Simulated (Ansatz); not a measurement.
Migration barriers of interstitials in oxides: PBE bands (Ansatz, a quantum-chemistry and plane-wave program, plane waves to 420 eV, PAW, climbing-image NEB) beside r2SCAN single points (500 eV) at the PBE geometries. Forward barriers of single hops from the lowest site run, static nuclei, no finite-size correction. The rows are a random draw from the bands that converged and passed our checks of state and shape. Saddle orders were checked for a part of the study's bands only and are not shown. Charge states are imposed. Spin-orbit coupling is left out.

| Defect | Route | Hop (Å), direction in the unit cell | End over start, densest mesh run (eV) | Cell and PBE mesh | r2SCAN k-points | PBE (eV) | r2SCAN (eV) |
|---|---|---|---|---|---|---|---|
| interstitial Mg in beta Ga2O3, charge +2 | Mg moves farthest | 1.60 along (0.04, 0.50, 0.01) | 0.11 | 120 sites, Γ | same mesh | 0.37 | 0.41 |
| interstitial Na in rock-salt CaO, charge +1 | Na moves farthest | 2.41 along (0.00, 0.00, -0.50) | 0.00 | 64 sites, Γ | same mesh | 0.94 | 1.04 |
| interstitial Na in bixbyite In2O3, charge +1 | Na moves farthest | 2.15 along (-0.12, -0.12, -0.12) | 0.02 | 80 sites, one k-point at (0.250, 0.250, 0.250) | same mesh | 0.59 | (withheld) |
| interstitial Li in alpha cristobalite, charge +1 | Li moves farthest | 3.11 along (-0.47, -0.16, -0.26) | 0.00 | 96 sites, Γ | same mesh | 0.21 | (withheld) |
| interstitial Al in alpha quartz, charge +3 | Al moves farthest | 1.67 along (-0.01, 0.27, -0.17) | 0.49 | 72 sites, Γ | same mesh | 0.61 | 0.65 |
| interstitial Li in rutile TiO2, charge +1 | Li moves farthest | 1.55 along (0.00, 0.00, 0.52) | 0.00 | 72 sites, one k-point at (0.250, 0.250, 0.250) | same mesh | 0.08 | 0.09 |
| interstitial O in rock-salt SrO, charge -2 | O moves farthest | 2.59 along (0.00, -0.50, 0.00) | 0.00 | 64 sites, Γ | same mesh | 1.02 | 1.06 |
| interstitial O in monoclinic HfO2, charge 0 | O moves farthest | 2.56 along (0.05, 0.45, -0.17) | 0.00 | 96 sites, Γ | same mesh | 0.65 | 0.76 |

**Question.** Some entries are withheld; supply them.

**Answer.** 
- interstitial Li in alpha cristobalite, charge +1, r2SCAN (eV): 0.22
- interstitial Na in bixbyite In2O3, charge +1, r2SCAN (eV): 0.60
